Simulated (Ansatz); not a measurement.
The reference is W$_{2}$C (space group P-3m1, No. 164).

```yaml
crystal:
  lattice:
    - [3.03475, 0.00000, 0.00000]
    - [-1.51737, 2.62817, 0.00000]
    - [0.00000, 0.00000, 4.65634]
  atoms:
    - { symbol: C, position: [0.00000, 0.00000, 0.00000] }
    - { symbol: W, position: [0.33333, 0.66667, 0.25517] }
    - { symbol: W, position: [0.66667, 0.33333, 0.74483] }
```

Level of theory: DFT with PBE-D3(BJ), PAW potentials and a 420 eV plane-wave cutoff in Ansatz (a first-principles code), without spin-orbit coupling.

Before the change:

The lattice parameter a is 3.035 Å.

It is then changed as follows: cell and atoms relaxed at a pressure of 0.7 GPa.

What does the calculation give for the lattice parameter a after the change?

The lattice parameter a shrinks by 0.003 Å (3.035 Å → 3.032 Å).

Load acts through the strain it causes; cell and atoms are relaxed under it. Stability against distortions was not tested. The final runs are not spin-polarised.
